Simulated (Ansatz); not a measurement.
# V₂O₅ (Pmmn, No. 59): volume per atom by level of theory

**Question.** Put these levels in order of the volume per atom that they give for V₂O₅ (Pmmn, No. 59), smallest first: r²SCAN (Ansatz, a first-principles code), r²SCAN+rVV10 (Ansatz), r²SCAN-D4 (Ansatz).

**Answer.** r²SCAN+rVV10 (12.33 Å³/atom), r²SCAN-D4 (12.47 Å³/atom), r²SCAN (12.75 Å³/atom)

The crystal itself was run without spin with r²SCAN-D4, r²SCAN+rVV10, r²SCAN. r²SCAN-D4, r²SCAN+rVV10, r²SCAN: the relaxation could not lower the start's symmetry, so the cell can be a saddle point above a distorted one. Ansatz's density-functional and Hartree–Fock values are scalar-relativistic unless marked +SOC, with PAW data made under PBE.
